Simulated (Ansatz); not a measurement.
## Effect of electrons 7.0×10^20 cm⁻³ on PbSe

The reference is PbSe in the rock salt structure (space group Fm-3m, No. 225; a = 6.178 Å).

Now apply this change: electron doping at 7.0×10^20 cm⁻³ (0.0413 per cell), with a uniform compensating background at fixed cell and a 300 K Fermi–Dirac width.

Computed with r2SCAN (Ansatz, an electronic-structure program; PAW; 500 eV plane waves; spin-orbit coupling left out). Settings: 21×21×21 k-points, 0.0259 eV Fermi–Dirac smearing.

The gap between the host's bands drops by 0.011 eV to 0.65 eV and the gap character is still direct at L. The valley order (the lowest conduction-band minima on the path, energy above the VBM, named in the base's zone) becomes L along ⟨111⟩ 0.65 eV; a point along ⟨110⟩, about 0.6 Å⁻¹ from Γ 1.45 eV (base: L along ⟨111⟩ 0.67 eV; a point along ⟨110⟩, about 0.6 Å⁻¹ from Γ 1.46 eV) and the Fermi level relative to the doped band's edge (positive inside the band; to 0.05 eV) is +0.45 eV.

Final structure:

```yaml
crystal:
  lattice:
    - [0.00000, 3.08901, 3.08901]
    - [3.08901, 0.00000, 3.08901]
    - [3.08901, 3.08901, 0.00000]
  atoms:
    - { symbol: Se, position: [0.00000, 0.00000, 0.00000] }
    - { symbol: Pb, position: [0.50000, 0.50000, 0.50000] }
```
Cell charge -0.041265.

Cost of the whole job for the changed cell (relaxation, final SCF and bands): very roughly 100 core-seconds.

Carriers are added with a uniform compensating background; total energy and stress of such cells depend on the potential's zero and are not compared; many-body gap narrowing is missing at this level. With Pb present, leaving out spin-orbit coupling can change the band edges. Stability against distortions was not tested.
